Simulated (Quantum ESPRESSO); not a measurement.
## Quick settings and what they miss: Li2MnNiO4 (I-4m2, 8 atoms in the cell)

Self-consistent single point.

```
CELL_PARAMETERS angstrom
     -2.06844     2.06844     4.39998
      2.06844    -2.06844     4.39998
      2.06844     2.06844    -4.39998
ATOMIC_POSITIONS crystal
  Li 0.25000 0.75000 0.50000
  Li 0.50000 0.50000 0.00000
  Mn 0.75000 0.25000 0.50000
  Ni 0.00000 0.00000 0.00000
  O  0.52620 0.02620 0.50000
  O  0.97380 0.47380 0.50000
  O  0.23945 0.23945 0.00000
  O  0.76055 0.76055 0.00000
```
Moments meant for the start (each program seeds them in its own way; μB, in the order of the atoms Li Li Mn Ni O O O O): 0.0 0.0 4.0 2.0 0.0 0.0 0.0 0.0.

Level of theory: LDA (PZ)+U, GBRV 1.5 ultrasoft (LDA) pseudopotentials (plane waves; Quantum ESPRESSO).

Base settings: ecutwfc = 50 Ry; ecutrho = 400 Ry; occupations = smearing; smearing = cold; degauss = 0.019992 Ry; nspin = 2; K_POINTS = automatic 7 7 7 0 0 0; HUBBARD = atomic; U Mn-3d 3.9; U Ni-3d 6.2 eV; conv_thr = 1e-10 Ry; mixing_beta = 0.3.

Tight run (finer mesh or higher cutoff; not a proven limit): ecutwfc: 50 Ry → 70 Ry; ecutrho: 400 Ry → 560 Ry; conv_thr: 1e-10 Ry → 7.3e-11 Ry; K_POINTS: automatic 7 7 7 0 0 0 → automatic 10 10 10 0 0 0. It gave Fermi level (on the code's own zero) 7.48 eV; pressure -18.08 GPa; largest force (vector length) 0.618 eV/Å; size of the cell's spin moment 5.00 μB; site moments (μB, in the program's spheres or projections) Li 0.00, Li 0.00, Mn 3.30, Ni 1.52, O -0.10, O -0.10, O -0.08, O -0.08; Hubbard energy 3.505 eV.

Quick runs, as changes from the base:
- A: the base itself
- B: ecutwfc: 50 Ry → 35 Ry; ecutrho: 400 Ry → 280 Ry; K_POINTS: automatic 7 7 7 0 0 0 → automatic 4 4 4 1 1 1
- C: ecutwfc: 50 Ry → 25 Ry; ecutrho: 400 Ry → 200 Ry; degauss: 0.019992 Ry → 0.0147 Ry; K_POINTS: automatic 7 7 7 0 0 0 → automatic 8 8 8 0 0 0
- D: ecutwfc: 50 Ry → 40 Ry; ecutrho: 400 Ry → 320 Ry; smearing: cold → fd; degauss: 0.019992 Ry → 0.0099958 Ry; K_POINTS: automatic 7 7 7 0 0 0 → automatic 6 6 6 0 0 0

Energies are extrapolated to zero smearing width, which holds to low order in the width alone (under cold and Methfessel-Paxton smearing the free energy itself is taken).

The count of work is k-points × plane waves × bands × iterations; it is no time. Core times come from one kind of shared machine and are given to one figure; runs under 30 s give none.

The starting cell comes from a database of computed structures (which also holds hypothetical and non-ambient phases and stackings), without a prior relaxation at this level. Its lattice was rescaled by a random factor within 2.5 % of one. The magnetic order is the one reached from the typed start; others were not searched systematically. With U or open f shells several self-consistent states can exist. In the base run, with a pressure of about -18 GPa the cell is away from its equilibrium volume at this level.

```csv
run,energy less tight (meV/atom),pressure less tight (GPa),largest miss in a force vector (eV/Å),count of work / tight,core time / tight (rough)
A,7.4,-0.20,0.039,0.24,0.3
B,86.7,-13.60,0.068,0.036,0.06
C,2416.6,-204.95,0.286,0.12,0.1
D,19.4,-2.07,0.078,0.12,0.2
```

Among the runs at the tight run's level, the energy misses run from 7.4 to 2416.6 meV/atom.

Left out of this page: 2 runs of the series outside the window shown, repeating another row's setting, or not comparable.
